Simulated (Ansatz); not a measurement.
Start from BP in the zinc blende structure (space group F-43m, No. 216; a = 4.5366 Å).

Modification: cell and atoms relaxed at a pressure of 30 GPa.

Levels (all Ansatz, a program for electronic structure, PAW): r2SCAN (500 eV, no SOC); HSE06+SOC (420 eV, noncollinear with spin-orbit coupling).

The geometry is relaxed with r2SCAN.

* **r2SCAN valence-band top at Γ**: 0.00, 0.00, 0.00 eV
* **r2SCAN lowest conduction level above the VBM at special points**: X 1.21 eV; U 2.24 eV; K 2.24 eV; Γ 3.86 eV

Question: Predict the valence-band top at Γ and lowest conduction level above the VBM at special points from HSE06+SOC.

Answer: The valence-band top at Γ (three highest Kramers pairs, from the VBM) changes from 0.00, 0.00, 0.00 eV to 0.00, 0.00, -0.04 eV; the lowest conduction level above the VBM at special points becomes X 1.75 eV; U 2.78 eV; K 2.78 eV; Γ 4.55 eV (r2SCAN: X 1.21 eV; U 2.24 eV; K 2.24 eV; Γ 3.86 eV). The threefold valence maximum splits by Δso ≈ 42 meV.

Single points use the geometry relaxed with r2SCAN. Their cutoffs differ, which shifts pressures a little. HSE06 was sampled on its mesh, a few special points and the semilocal edge points, so its gap is an upper bound. The spin-orbit shifts are approximate. The levels and masses belong to the bands next to the band gap. Load acts through the strain it causes; cell and atoms are relaxed under it. Whether these cells are dynamically stable was not tested. No other phases were tried under pressure.
